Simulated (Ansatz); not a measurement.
W: energy against volume

W (bcc, Im-3m, 15.413 Å³/atom and stress up to 0.01 GPa in the relaxed cell, cube axes along x, y and z) under hydrostatic pressure, with the cell free. LDA in Ansatz, a plane-wave DFT program (PAW, default set), 420 eV, 21×21×21 Γ-centred mesh, Fermi-Dirac smearing 0.05 eV.

Here V stands for volume and E for E less E0.

| volume (Å³/atom) | E less E0 (meV/atom) | pressure (GPa) |
|---|---|---|
| 15.5069 | 0.59 | -2.01 |
| 15.4599 | 0.15 | -1.01 |
| 15.4131 | 0.00 | 0.00 |
| 15.3724 | 0.12 | 0.89 |
| 15.3188 | 0.61 | 2.08 |
| 15.2130 | 2.79 | 4.50 |
| 15.0253 | 10.66 | 9.00 |
| 14.7923 | 28.02 | 15.01 |
| 14.2816 | ? | ? |

Fit E of the 8 rows that show it with the third-order Birch-Murnaghan form, a cubic in V^(-2/3). With u = V^(-2/3) - 0.1625, the rows have u = -0.0016887, -0.0013629, -0.0010369, -0.0007520, -0.0003749, 0.0003759, 0.0017295, 0.0034496. Least squares gives E = 1.503 + 2889.9·u + 1390962·u² - 108180·u³. Residuals (row less fit): 0.000, 0.002, -0.002, 0.004, -0.005, 0.004, -0.001, 0.000; standard error 0.004 (degrees of freedom: 4). Its minimum lies at u = -0.0010387, so V0 = (0.1614613)^(-3/2) = 15.41. There d²E/du² = 2783000 and d³E/du³ = -649100, so B0 = (4/9) × 15.41^(-7/3) × 2783000 × 0.160218 = 335 GPa (the last factor turns the table's units into GPa), and B0' = 4 + (2/3) × 0.1614613 × (-649100)/2783000 = 4.0. B0' rests on the cubic coefficient alone and has a standard error of 0.1 from these residuals.

### Question
Predict the withheld E at V = 14.2816 from the fit, and compare with the calculation.

### Answer
u = 0.0073825, so E = 1.503 + 2889.9 × 0.0073825 + 1390962 × 0.0073825² - 108180 × 0.0073825³ = 98.603 meV/atom. The calculation gives 99.03 meV/atom, 0.427 meV/atom above the prediction (0.4 % of the range of E in the table). The row lies outside the fitted rows, so this is an extrapolation. The scatter of the fitted rows lies at the last printed digit.

In a metal these values are sensitive to mesh and smearing; energies are taken to zero smearing, stresses follow the free energy. Spin-orbit coupling is left out, which can shift these values for the heavy elements here. Other structures, which can take over under pressure, weren't tried. The same form fitted to the pressure column gives B0' = 4.1; series where the two differ by over 0.4 aren't shown. Rows are the converged runs of the series near zero and its far end, less any whose ions stayed unrelaxed beside relaxed ones; series whose fitted rows scatter by over a few per cent of the range, as at a crossing or softening among them, aren't shown in this form.
